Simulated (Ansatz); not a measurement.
# PbO2: stress against strain

PbO2 (rutile, P4_2/mnm, 14.205 Å³/atom at rest, c along z) under an equal strain ε in the (001) plane with the normal axis free, as in a coherent film. PBEsol in Ansatz, a plane-wave DFT program (PAW, default set), 420 eV, 7×7×10 Γ-centred mesh, Fermi-Dirac smearing 0.05 eV; ions are relaxed within the symmetry of each cell. Stress is positive for a compressed cell.

Here s stands for strain and y for stress xx.

| strain (%) | stress xx (GPa) |
|---|---|
| -1.20 | 1.78 |
| -0.60 | 0.88 |
| 0.00 | 0.00 |
| 0.60 | -0.88 |
| 1.20 | -1.74 |
| 3.00 | ? |

The 5 complete rows are fitted with a straight line, y against s. Means: s 0, y 0.008. About the means, the sum of products is -5.2800 and the sum of squares of s is 3.6000; the slope is their ratio. Least squares gives y = 0.008 - 1.4667·s. Residuals (row less fit): 0.012, -0.008, -0.008, -0.008, 0.012; standard error 0.013 (degrees of freedom: 3). The slope gives the biaxial elastic modulus of this plane = 147 ± 0.7 GPa.

Task: Estimate the missing y (s = 3.00); what did the run itself give?

Result: y = 0.008 - 1.4667 × 3.0 = -4.392 GPa. The calculation gives -4.15 GPa, 0.242 GPa above the prediction (4.1 % of the range of y in the table). The row lies outside the fitted rows, so this is an extrapolation. From the scatter of the fitted rows alone, a prediction at this place has a standard error of 0.024 GPa, so the miss is 10.1 times that.

One order more, fitted to all 11 runs of the series, follows each within 0.03, so the miss is the next term of a smooth law. In a metal these values are sensitive to mesh and smearing; energies are taken to zero smearing, stresses follow the free energy. Rows are the converged runs of the series near zero and its far end; series whose fitted rows scatter by over a few per cent of the range, as at a crossing or softening among them, aren't shown in this form. Most that stay on the fit to the last digits aren't either.
